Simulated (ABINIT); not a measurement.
Input and output of a self-consistent single point for ZrSe (P-6m2, 2 atoms in the cell) (ABINIT).

Method of the run: LDA (PW92), norm-conserving pseudopotentials (PseudoDojo nc-sr-04 LDA standard) (plane waves; ABINIT).

```yaml
crystal:
  lattice:
    - [3.60943, 0.00000, 0.00000]
    - [-1.80472, 3.12586, 0.00000]
    - [0.00000, 0.00000, 3.66107]
  atoms:
    - { symbol: Zr, position: [0.00000, 0.00000, 0.00000] }
    - { symbol: Se, position: [0.33333, 0.66667, 0.50000] }
```

Reference input (self-consistent single point, DFT, PBEsol, plane waves, norm-conserving pseudopotentials (PseudoDojo nc-sr-04 PBEsol standard)): pseudos = [Zr.upf, Se.upf]; ecut = 43 Ha; occopt = 3; tsmear = 0.136 eV; ngkpt = 7 7 6; nshiftk = 1; shiftk = 0 0 0; potentials = PseudoDojo nc-sr-04 PBEsol standard; nband = 19; kptopt = 1; nstep = 100; tolvrs = 1e-11. This run's input differs from it in these lines:

```diff
@@ -1,2 +1,2 @@
-# ZrSe, PseudoDojo nc-sr-04 PBEsol standard
+# ZrSe, PseudoDojo nc-sr-04 LDA standard
 pp_dirpath "./"
```

Its files differ too (potentials: PseudoDojo nc-sr-04 PBEsol standard → PseudoDojo nc-sr-04 LDA standard).

Log, with long lists cut:

```
--- !BeginCycle
solver: {iscf: 7, nstep: 100, nline: 4, wfoptalg: 0, }
tolerances: {tolvrs: 1.00E-11, }
...

     iter   Etot(hartree)      deltaE(h)  residm     vres2
 ETOT  1  -171.65950738479    -1.717E+02 1.490E+00 1.574E+01
 ETOT  2  -171.97353213939    -3.140E-01 3.557E-02 2.356E-01
 ETOT  3  -171.97360675798    -7.462E-05 6.914E-03 1.287E-02
 ETOT  4  -171.97360818236    -1.424E-06 4.951E-03 1.197E-03
 ETOT  5  -171.97360827325    -9.089E-08 1.726E-03 1.255E-04
 ETOT  6  -171.97360828469    -1.143E-08 8.927E-04 5.442E-06
 ETOT  7  -171.97360828518    -4.899E-10 9.063E-04 6.361E-08
 ETOT  8  -171.97360828519    -8.555E-12 5.731E-04 1.014E-09
 ETOT  9  -171.97360828519     1.705E-12 7.132E-04 4.901E-12
 At SCF step    9       vres2   =  4.90E-12 < tolvrs=  1.00E-11 =>converged.

 Cartesian components of stress tensor (hartree/bohr^3)
  sigma(1 1)=  3.02688952E-04  sigma(3 2)=  0.00000000E+00
  sigma(2 2)=  3.02688952E-04  sigma(3 1)=  0.00000000E+00
  sigma(3 3)=  3.56785868E-04  sigma(2 1)= -8.23875952E-15

 ----iterations are completed or convergence reached----

 reduced coordinates (array xred) for    2 atoms
       0.000000000000      0.000000000000      0.000000000000
       0.333333333333      0.666666666667      0.500000000000
 cartesian forces (eV/Angstrom) at end:
    1     -0.00000000000000    -0.00000000000000    -0.00000000000000
    2     -0.00000000000000    -0.00000000000000    -0.00000000000000
 frms,max,avg= 0.0000000E+00 0.0000000E+00   0.000E+00  0.000E+00  0.000E+00 e/A
   [... lines left out ...]
 Fermi (or HOMO) energy (hartree) =   0.36064   Average Vxc (hartree)=  -0.43526
 Fermi (or HOMO) energy (eV) =   9.81355   Average Vxc (eV)= -11.84416
   [... lines left out ...]
total_energy        : -1.71973608285186E+02
total_energy_eV     : -4.67963986883747E+03
band_energy         : -1.98202725951199E+01
...

-Cartesian components of stress tensor (GPa)         [Pressure= -9.4359E+00 GPa]
- sigma(1 1)=  8.90541493E+00  sigma(3 2)=  0.00000000E+00
- sigma(2 2)=  8.90541493E+00  sigma(3 1)=  0.00000000E+00
- sigma(3 3)=  1.04970009E+01  sigma(2 1)= -2.42392633E-10

 Calculation completed.
```

The run converged in 9 iterations. Against the reference run the pressure goes from -6.99 to -9.44 GPa.

The starting cell comes from a database of computed structures (which also holds hypothetical and non-ambient phases and stackings), without a prior relaxation at this level. Its lattice was rescaled by a random factor within 2.5 % of one. With a pressure of about -9 GPa the cell is away from its equilibrium volume at this level.

Cost on one core of a shared machine: roughly 50 s.
